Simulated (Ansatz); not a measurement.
**Re in the hcp (Mg type) structure (space group P6_3/mmc, No. 194)**

```xyz
2
Lattice="2.7752 0.0000 0.0000 -1.3876 2.4034 0.0000 0.0000 0.0000 4.4830" Properties=species:S:1:pos:R:3 pbc="T T T"
Re     0.0000     1.6023     3.3623
Re     1.3876     0.8011     1.1208
```

The values are results of Ansatz (a program for electronic structure), PBE, PAW, cutoff 420 eV, spin-orbit coupling left out, earlier PAW set, not measurements. Γ-centred 19×19×11 mesh, Fermi–Dirac width 0.05 eV.

- Volume per atom: 14.95 Å³
- Density: 20.68 g/cm³
- Band gap: zero
- Total energy: -10869.299 eV/atom (σ→0; compares only within this code and set-up)

Stability against distortions was not tested. The final runs are not spin-polarised.
